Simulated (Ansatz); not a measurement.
Start from LiF in the rock salt structure (space group Fm-3m, No. 225).

```xyz
2
Lattice="0.0000 1.9951 1.9951 1.9951 0.0000 1.9951 1.9951 1.9951 0.0000" Properties=species:S:1:pos:R:3 pbc="T T T"
F      0.0000     0.0000     0.0000
Li     1.9951     1.9951     1.9951
```

Cartesian axes are those of the cell as printed.

Calculations: r2SCAN in Ansatz (plane waves to 500 eV, PAW, without spin-orbit coupling).

Before the change:

```
Property    Result
--------  --------
Band gap  10.33 eV
```

Modification: a free-standing slab of 3 layers (6 atoms, 2 a layer) is cut normal to the z axis, with 15 Å of vacuum and the in-plane cell held at bulk.

Task: Predict the new band gap.

Result: The band gap falls by 2.64 eV, from 10.33 eV to 7.69 eV.

Task: Estimate the effect on the gap character.

Result: The gap character is indirect, X → Γ.

Task: What happens to the excess energy per area of both faces?

Result: The excess energy per area of both faces (slab less bulk energy over the cell's area: twice a surface energy) amounts to 0.87 J/m².

The excess energy carries the mismatch between the slab's and the bulk's meshes. No phonon test of stability was made. k-point labels follow each cell's own Brillouin zone.

Ansatz is a quantum-chemistry and plane-wave program.
